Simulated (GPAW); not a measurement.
Band structure of N2 (P4_2/mnm, 4 atoms in the cell).

```xyz
4
Lattice="4.1474 0.0000 0.0000 0.0000 4.1474 0.0000 0.0000 0.0000 5.4288" Properties=species:S:1:pos:R:3 pbc="T T T"
N      3.7504     3.7504     0.0000
N      0.3970     0.3970     0.0000
N      2.4707     1.6767     2.7144
N      1.6767     2.4707     2.7144
```

Level of theory: PBEsol, GPAW PAW datasets PBEsol (made by gpaw-setup) (plane waves; GPAW).

Settings: mode = pw; ecut = 950 eV; xc = PBEsol; kpts = 6 6 4; mesh shift (steps) = 0 0 0; occupations.name = fermi-dirac; occupations.width = 0 eV; nbands = -6; convergence.bands = -4; symmetry.symmorphic = false; symmetry.tolerance = 0.0005; maxiter = 150; bandpath_npoints = 40.

The starting cell comes from a database of computed structures (which also holds hypothetical and non-ambient phases and stackings), without a prior relaxation at this level. Its lattice was rescaled by a random factor within 2.5 % of one.

Predict the gap along the standard path and the places of the band edges.

The gap along the path is 6.78 eV, from A to Γ; the smallest direct gap on it is 6.96 eV.

Levels in eV from the top of the valence band on the SCF mesh, bands 7 to 14:
```csv
point,7,8,9,10,11,12,13,14
Γ,-1.31,-1.22,-0.90,-0.18,6.78,7.58,7.92,7.92
X,-1.50,-1.50,-0.21,-0.21,7.72,7.72,7.74,7.74
M,-1.45,-1.45,-0.03,-0.03,7.52,7.52,8.42,8.42
Z,-1.32,-1.32,-0.39,-0.39,7.16,7.16,7.91,7.91
R,-1.31,-1.31,-0.26,-0.26,7.40,7.40,8.00,8.00
A,-1.49,-1.49,0.00,0.00,7.55,7.55,8.42,8.42
```
